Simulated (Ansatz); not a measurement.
Consider interstitial H in 2H silicon carbide, charge state -1. These are PBE, PAW (plane waves to 420 eV; Ansatz, a first-principles code) values and carry that method's errors.

Cell of 72 host sites held at the relaxed PBE lattice; the Γ point alone; Fermi-Dirac width 0.01 eV, spin-restricted; finite-size errors left in. Static, classical nuclei. The host's phase is taken as given; its stability against other phases was not computed. The charge state is imposed; whether it is stable for some Fermi level was not computed. Sites that were not tried may lie lower.

Barriers: single points on a 2×2×2 k-point mesh shifted by half a step along c at the bands' geometries (they differ from the bands' own by up to 0.19 eV, and are uncertain by about as much).

The step: a direct jump of one H atom. Atoms about the jump, Cartesian Å from the middle of the jump, before and after:

| atom | x0 | y0 | z0 | x1 | y1 | z1 |
|---|---|---|---|---|---|---|
| H1 | 0.00 | 0.00 | 1.27 | 0.00 | 0.00 | -1.27 |
| Si2 | 1.46 | -0.84 | 0.64 | 1.55 | -0.89 | 0.62 |
| Si3 | -1.46 | -0.84 | 0.64 | -1.55 | -0.89 | 0.62 |
| Si4 | 0.00 | 1.69 | 0.64 | 0.00 | 1.79 | 0.62 |
| C5 | 0.00 | -1.83 | -0.05 | 0.00 | -1.80 | 0.03 |
| C6 | 1.59 | 0.92 | -0.05 | 1.56 | 0.90 | 0.03 |
| C7 | -1.59 | 0.92 | -0.05 | -1.56 | 0.90 | 0.03 |
| Si8 | 0.00 | -1.80 | -1.93 | 0.00 | -1.69 | -1.89 |
| Si9 | 1.55 | 0.90 | -1.93 | 1.46 | 0.84 | -1.89 |
| Si10 | -1.55 | 0.90 | -1.93 | -1.46 | 0.84 | -1.89 |
| C11 | 1.55 | -0.89 | -2.55 | 1.59 | -0.92 | -2.58 |
| C12 | -1.55 | -0.89 | -2.55 | -1.59 | -0.92 | -2.58 |
| C13 | 0.00 | 1.79 | -2.55 | 0.00 | 1.83 | -2.58 |
| C14 | 1.56 | -0.90 | 2.56 | 1.55 | -0.89 | 2.54 |
| C15 | -1.56 | -0.90 | 2.56 | -1.55 | -0.89 | 2.54 |
| C16 | 0.00 | 1.80 | 2.56 | 0.00 | 1.79 | 2.54 |

Problem. Give the saddle-point geometry and the barrier.

Solution. 
| atom | x | y | z |
|---|---|---|---|
| H1 | 0.01 | 0.00 | -0.07 |
| Si2 | 1.49 | -0.86 | 0.58 |
| Si3 | -1.49 | -0.86 | 0.58 |
| Si4 | 0.00 | 1.73 | 0.58 |
| C5 | 0.00 | -1.89 | 0.00 |
| C6 | 1.64 | 0.95 | 0.00 |
| C7 | -1.63 | 0.94 | 0.00 |
| Si8 | 0.00 | -1.78 | -1.89 |
| Si9 | 1.55 | 0.89 | -1.89 |
| Si10 | -1.54 | 0.89 | -1.90 |
| C11 | 1.55 | -0.89 | -2.53 |
| C12 | -1.55 | -0.89 | -2.53 |
| C13 | 0.00 | 1.79 | -2.53 |
| C14 | 1.54 | -0.89 | 2.52 |
| C15 | -1.54 | -0.89 | 2.52 |
| C16 | 0.00 | 1.78 | 2.52 |
It lies 2.47 eV above the start and 2.47 eV above the end. The saddle point's order was not checked, and it lies on a symmetry element of the cell, where a band can be held.
